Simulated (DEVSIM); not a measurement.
System: abrupt Si p-n junction, at 350 K.

| layer (left to right) | material | thickness (μm) | Nd (cm⁻³) | Na (cm⁻³) | τn (s) | τp (s) |
|---|---|---|---|---|---|---|
| 1 | Si | 9.20 | - | 1e19 | 1.5e-6 | 1.5e-6 |
| 2 | Si | 3.80 | 1.9e17 | - | 1.5e-6 | 1.5e-6 |

Left contact: ohmic. Right contact: ohmic. Voltage is applied to the left contact. Recombination: SRH at mid-gap, Auger. Gap narrowing is on: ΔEg = 6.92 meV × (l + √(l² + 0.5)), l = ln(N/1.3e17 cm⁻³), shared equally by both band edges. Mobility is constant in doping.

The device is made up for the run: typed textbook-type constants, with dimensions and the other settings drawn at random. Values at 300 K; Nc and Nv go as T^1.5, mobilities as T to minus their exponent, the gap by Varshni's rule with the affinity fixed.

| parameter | Si |
|---|---|
| gap (eV) | 1.124 |
| affinity (eV) | 4.05 |
| permittivity | 11.7 |
| Nc (cm⁻³) | 2.86e19 |
| Nv (cm⁻³) | 3.1e19 |
| μn (cm²/Vs) | 1417 |
| μp (cm²/Vs) | 470 |
| T exponent of μn | 2.3 |
| T exponent of μp | 2.2 |
| Cn (cm⁶/s) | 2.8e-31 |
| Cp (cm⁶/s) | 9.9e-32 |
| Varshni α (eV/K) | 0.000473 |
| Varshni β (K) | 636 |

Simulated with DEVSIM: 1D drift-diffusion, Boltzmann statistics, complete ionisation; no tunnelling, impact ionisation, image-force lowering or self-heating.

### Question
Give the dark forward current.

### Answer

(V (V), J (A/cm²)): (0.05, 4.4e-8); (0.10, 2.0e-7); (0.15, 9.0e-7); (0.20, 4.2e-6); (0.25, 2.1e-5); (0.30, 0.00010); (0.35, 0.00054); (0.40, 0.0028); (0.45, 0.015); (0.50, 0.077); (0.55, 0.40); (0.60, 2.1); (0.65, 11); (0.70, 57); (0.75, 270); (0.80, 1100); (0.85, 3400)
